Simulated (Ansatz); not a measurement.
The starting structures come from a database of crystals and need not be the phases stable at ambient conditions.

By PBEsol, the system below comes out a metal.

A figure of merit of an interconnect metal is its ballistic conductance per area.

Given:

```
AlY
1.0
    3.59889     0.00000     0.00000
    0.00000     3.59889     0.00000
    0.00000     0.00000     3.59889
Y Al
1 1
Cartesian
  1.79944   1.79944   1.79944
  0.00000   0.00000   0.00000
```

Space group of this cell: Pm-3m, CsCl type. The cell is taken as given; by PBEsol its mean pressure is -1.9 GPa.

The current flows along the normal of the first two printed cell vectors, the (001) plane of the conventional cell. No spin-orbit coupling; the value is a mean over 0.1 eV about the Fermi level.

Question: Compute, with Ansatz (a first-principles code) with PBEsol, the ballistic conductance per area.

Answer: 0.34 × 10¹⁵ S/m² for both spins.
